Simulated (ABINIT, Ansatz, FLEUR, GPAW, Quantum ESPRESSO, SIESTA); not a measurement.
## Ti3Be (P6_3/mmc, 8 atoms in the cell) computed with different codes at matched settings

Self-consistent single point.

```
Ti3Be
1.0
    5.49730     0.00000     0.00000
   -2.74865     4.76081     0.00000
    0.00000     0.00000     4.44226
Ti Be
6 2
Cartesian
  1.43661   0.82943   3.33169
  1.31204   3.93138   1.11056
  0.00000   1.65885   1.11056
  2.74865   3.10195   3.33169
  4.06069   0.82943   3.33169
 -1.31204   3.93138   1.11056
  2.74865   1.58693   1.11056
  0.00000   3.17387   3.33169
```

Shared settings, as Ansatz (a program for electronic structure) writes them: kpoints.mp_grid.grid = 5 5 6; scf.occupations.method = gaussian; scf.occupations.width = 0.1 eV. Potentials and cutoffs stand in the table.

| code | model | pressure (GPa) | largest force (eV/Å) | cutoff |
|---|---|---|---|---|
| Ansatz | PBEsol, PAW files made with PBE | -0.72 | 0.005 | default |
| Quantum ESPRESSO | PBEsol, SSSP 1.1.2 precision (PBE) pseudopotentials | -0.85 | 0.004 | 75 Ry |
| GPAW | PBEsol, GPAW PAW datasets PBEsol (made by gpaw-setup) | -0.50 | 0.011 | 800 eV |
| SIESTA | GGA PBEsol, numerical atomic orbitals DZP, PseudoDojo PBEsol standard norm-conserving potentials (rewritten from UPF to PSML) | -2.73 | 0.065 | grid 400 Ry |
| ABINIT | PBEsol, PAW (JTH v2.0 PBE PAW, files made for PBE) | -0.60 | 0.008 | 30 Ha |
| FLEUR | PBEsol, all-electron FLAPW (FLEUR), scalar-relativistic valence | – | 0.036 | Kmax 4.3 1/bohr |

A dash marks a value that a program does not give, or that is left out as unsure.

On Ansatz's run: spin polarisation is off.

The spread over the programs that give each value: pressure within 2.23 GPa; largest force within 0.061 eV/Å.

SIESTA uses small atom-centred bases, whose incompleteness enters pressures, forces and empty levels differently from a plane-wave cutoff. FLEUR treats all electrons, but the usual bases taken here (sphere radii, linearisation, local orbitals, empty states) were not tested for convergence, so the values are no reference for the others. Ansatz's pressure is given at a fixed set of plane waves, as the other plane-wave codes print theirs; with its correction for the finite basis it is -0.69 GPa. In the pressure, SIESTA (by 2.07) lies more than 1 GPa from the median of the plane-wave programs.

The starting cell comes from a database of computed structures (which also holds hypothetical and non-ambient phases and stackings), without a prior relaxation at this level. Its lattice was rescaled by a random factor within 2.5 % of one.

Keys are those of Ansatz 0.2.
